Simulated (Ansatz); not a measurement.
AlB2-type HfB2 was calculated with r²SCAN (Ansatz, a program for electronic structure, PAW).

Run with plane-wave cutoff 560 eV, 24×24×16 k mesh (along the axes of the cell as run), Fermi–Dirac smearing 0.05 eV, scalar-relativistic PAW data made under PBE.

Computed at the level's own relaxed cell.

**Question.** Predict the c axis length, bulk modulus B0, equilibrium volume per atom and pressure derivative B′ of the bulk modulus.

**Answer.** 
- c axis length: 3.479 Å
- bulk modulus B0: 255 GPa
- equilibrium volume per atom: 9.88 Å³/atom
- pressure derivative B′ of the bulk modulus: 3.9

The run finds no gap.

Measured, for comparison: lattice parameter c 3.48 Å (temperature not stated, copied from a table, unchecked, no zero-point or thermal correction; as tabulated in Journal of Nuclear Materials 21, 14 (1967)); bulk modulus 282 GPa (room temperature, no zero-point or thermal correction, hydrostatic curve from radial diffraction; as tabulated in Experimental and computational studies of compression and deformation behavior …); equilibrium volume per atom 9.91 Å³/atom (room temperature, no zero-point or thermal correction; as tabulated in Burrage et al. (2022), doi:10.3390/ma15082762). Computed (rounded) less measured: lattice parameter c not scored (unchecked), bulk modulus -10 %, equilibrium volume per atom -0.3 %. A static lattice is as a rule a little smaller and stiffer than an uncorrected measurement, which narrows the difference in the equilibrium volume per atom and would widen misses of the other sign.

Note: the bulk modulus comes from volumes at which shape and atoms were relaxed.

Spin–orbit coupling is not included.

The result took about 11 core-minutes (a rough figure).
